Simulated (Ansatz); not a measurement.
The reference is TiAl (space group P4/mmm, No. 123; a = 2.7662 Å, c = 4.0021 Å; relaxed with 0.1 eV smearing).

The values are results of LDA (Ansatz, a first-principles code), no spin-orbit coupling, not measurements.

Strains are applied to the cell and any free atomic positions relax.

One change was made to it. Results:

The energy goes up by 37 meV/atom; the pressure (mean of the normal stresses, compression positive) goes from zero to 11.1 GPa.

**Question.** Which of these changes matches the shifts?
A) isotropic strain −2.50 %
B) isotropic strain +3.00 %
C) isotropic strain −3.00 %
D) isotropic strain −1.00 %
E) isotropic strain −0.50 %

**Answer.** A, isotropic strain −2.50 %. For comparison, the energy relative to the base in the other runs: isotropic strain +3.00 % gives +45 meV/atom; isotropic strain −3.00 % gives +54 meV/atom; isotropic strain −0.50 % gives +1.4 meV/atom; isotropic strain −1.00 % gives +5.6 meV/atom.

Whether these cells are dynamically stable was not tested. The final runs are not spin-polarised.
